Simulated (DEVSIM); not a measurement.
System: Co/SiO2/p-InP capacitor, at 400 K.

Layer 1 from the left is SiO2, thickness (nm) 31.0. Layer 2 from the left is InP, thickness (nm) 6600, Na (cm⁻³) 8.8e15.

Metal gate on the left, work function 5 eV. Fixed charge at the semiconductor interface -3.7e10 cm⁻² (in units of +e); interface traps 2.8e11 cm⁻² eV⁻¹, uniform in energy, neutral level at 0.5 of the gap above the valence band.

This is a model device: material constants are rounded textbook-type values typed into the input, and sizes, dopings and lifetimes were drawn at random. Values at 300 K; Nc and Nv go as T^1.5, mobilities as T to minus their exponent, the gap by Varshni's rule with the affinity fixed.

SiO2: gap (eV) 9, affinity (eV) 0.9, permittivity 3.9. InP: gap (eV) 1.344, affinity (eV) 4.38, permittivity 12.5, Nc (cm⁻³) 5.7e17, Nv (cm⁻³) 1.1e19, Varshni α (eV/K) 0.000363, Varshni β (K) 162.

Simulated with DEVSIM: 1D Poisson equation in equilibrium, Boltzmann statistics, complete ionisation; no quantum confinement or tunnelling. Metal contacts follow the ideal Schottky-Mott rule: no Fermi-level pinning, no interface dipoles.

What does the simulation give for the flat-band voltage, the minimum of the low-frequency capacitance?

flat-band voltage -0.54 V; minimum of the low-frequency capacitance 0.0461 μF/cm².
